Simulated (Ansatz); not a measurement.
**By hand: formation energy of Nb_Sn in Nb3Sn (A15 (Cr3Si type), Pm-3n)**

We look at the formation energy of Nb_Sn in Nb3Sn (A15 (Cr3Si type), Pm-3n). Reaction: 16 Nb3Sn (A15 (Cr3Si type)) + Nb (bcc) → cell A + Sn (white tin).

A: a supercell of 64 sites of Nb3Sn (A15 (Cr3Si type), Pm-3n) with Nb on a Sn site (12 Nb at 2.94 Å); spin state with PBE: run without spin.

Ansatz (a quantum-chemistry and plane-wave program) with PAW potentials; structures come from PBE relaxations, nuclei static, no net charge. Ansatz runs with its default PAW set. Other levels take these structures. The lattices are those relaxed with PBE, so at other levels the solids can be strained, which adds to the spread. Larger cells are relaxed from a start prepared with the learned potential CHGNet, on a coarser mesh till forces fall under 0.03 eV/Å, which some starts already meet. A dispersion term (D3(BJ), or D4 for r2SCAN) was computed beside these levels and is taken off wherever the name lacks it. The runs are scalar-relativistic, without spin-orbit coupling. Mesh and cell size may move defect energies by 0.1 eV or more. The value holds for the reservoirs listed; other chemical potentials shift it. Cell A has symmetry Pm-3 within 0.02 Å and got no random move, so less symmetric positions, which may lie lower, weren't tried.

Total energies of the cells in eV, at zero smearing width. They compare only within one column; the weights balance every element.

| cell | atoms | weight | r2SCAN | r2SCAN+D4 |
|---|---|---|---|---|
| A: Nb3Sn:Nb_Sn | 64 | +1 | -314211.68828 | -314219.63528 |
| Sn (white tin) | 2 | +1/2 | -12077.02258 | -12077.28867 |
| Nb3Sn (A15 (Cr3Si type)) | 64 | −1 | -315687.11580 | -315695.15269 |
| Nb (bcc) | 1 | −1 | -4563.62950 | -4563.73765 |

r2SCAN: (-314211.68828) + 1/2 × (-12077.02258) − (-315687.11580) − (-4563.62950) = 0.546 eV.

r2SCAN+D4: (-314219.63528) + 1/2 × (-12077.28867) − (-315695.15269) − (-4563.73765) = 0.611 eV.

What follows from the r2SCAN value: With the reservoirs of the reaction as written, and without entropy terms or charged states, the share of sites that hold the defect in equilibrium is exp(−0.55 eV/k_BT) = 1.7×10^-3 at 1000 K.
